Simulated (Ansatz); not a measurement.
The starting structures come from a database of crystals and need not be the phases stable at ambient conditions.

 Where the default PAW files enter, the runs use the earlier of Ansatz's two default sets.

**Evanescent states of LiAsF₆ (R-3, not sure to be the ambient phase, 8 atoms a cell, 11.2 Å³ an atom) along the normal of (001)**

Method: r2SCAN (plane waves, PAW; Ansatz, a first-principles code).

No gap correction and no spin-orbit coupling; mid-gap values are interpolated between computed energies.

Energies count from the valence-band top; κ is the least over a 12×12 mesh across the current.

```json
[
 {"E (eV)": "0.15", "κ (1/Å)": "0.324", "where": "Γ"},
 {"E (eV)": "0.45", "κ (1/Å)": "0.388", "where": "Γ"},
 {"E (eV)": "0.75", "κ (1/Å)": "0.435", "where": "Γ"},
 {"E (eV)": "1.05", "κ (1/Å)": "0.471", "where": "Γ"},
 {"E (eV)": "1.35", "κ (1/Å)": "0.499", "where": "Γ"},
 {"E (eV)": "1.65", "κ (1/Å)": "0.521", "where": "Γ"},
 {"E (eV)": "1.95", "κ (1/Å)": "0.539", "where": "Γ"},
 {"E (eV)": "2.25", "κ (1/Å)": "0.552", "where": "Γ"},
 {"E (eV)": "2.55", "κ (1/Å)": "0.561", "where": "Γ"},
 {"E (eV)": "2.85", "κ (1/Å)": "0.567", "where": "Γ"},
 {"E (eV)": "3.15", "κ (1/Å)": "0.569", "where": "Γ"},
 {"E (eV)": "3.45", "κ (1/Å)": "0.568", "where": "Γ"},
 {"E (eV)": "3.75", "κ (1/Å)": "0.564", "where": "Γ"},
 {"E (eV)": "4.05", "κ (1/Å)": "0.557", "where": "Γ"},
 {"E (eV)": "4.35", "κ (1/Å)": "0.545", "where": "Γ"},
 {"E (eV)": "4.65", "κ (1/Å)": "0.529", "where": "Γ"},
 {"E (eV)": "4.95", "κ (1/Å)": "0.509", "where": "Γ"},
 {"E (eV)": "5.25", "κ (1/Å)": "0.481", "where": "Γ"},
 {"E (eV)": "5.55", "κ (1/Å)": "0.446", "where": "Γ"},
 {"E (eV)": "5.85", "κ (1/Å)": "0.398", "where": "Γ"},
 {"E (eV)": "6.15", "κ (1/Å)": "0.330", "where": "Γ"},
 {"E (eV)": "6.45", "κ (1/Å)": "0.217", "where": "Γ"}
]
```

Q: How thick must the barrier be to attenuate the transmission by 10^6 when the electrodes' Fermi level lies at 4.35 eV, and what attenuation does that film give at 2.85 eV?

A: d = 6 ln 10 / (2 × 0.545) = 12.7 Å. At 2.85 eV it gives 6 × 0.567/0.545 = 6.2 decades.
